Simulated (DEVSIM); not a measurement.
Device: W/HfO2/p-Si capacitor, at 250 K.

```csv
layer (left to right),material,thickness (nm),Na (cm⁻³)
1,HfO2,21.0,-
2,Si,4100,2e16
```

Metal gate on the left, work function 4.6 eV. Fixed charge at the semiconductor interface -4.7e11 cm⁻² (in units of +e); no interface traps.

Constants are typed, rounded textbook-type inputs, not results; the design itself was drawn at random and stands for no fabricated device. Values at 300 K; Nc and Nv go as T^1.5, mobilities as T to minus their exponent, the gap by Varshni's rule with the affinity fixed.

| parameter | HfO2 | Si |
|---|---|---|
| gap (eV) | 5.7 | 1.124 |
| affinity (eV) | 2.5 | 4.05 |
| permittivity | 22 | 11.7 |
| Nc (cm⁻³) | - | 2.86e19 |
| Nv (cm⁻³) | - | 3.1e19 |
| Varshni α (eV/K) | - | 0.000473 |
| Varshni β (K) | - | 636 |

Simulated with DEVSIM: 1D Poisson equation in equilibrium, Boltzmann statistics, complete ionisation; no quantum confinement or tunnelling. Metal contacts follow the ideal Schottky-Mott rule: no Fermi-level pinning, no interface dipoles.

The interface trap density was swept, all else fixed.

```tsv
interface trap density (cm^-2 eV^-1)	flat-band voltage (V)	threshold voltage (band bending 2φF) (V)	minimum of the low-frequency capacitance (μF/cm²)
0	-0.35	0.56	0.0476
1e10	-0.35	0.56	…
1e11	-0.36	0.57	0.0614
3e11	-0.37	0.58	0.0879
1e12	-0.42	0.63	0.171
2e12	-0.50	0.70	0.264
```

### Question
Fill in the missing entries.

### Answer

- 1e10, minimum of the low-frequency capacitance (μF/cm²): 0.0491
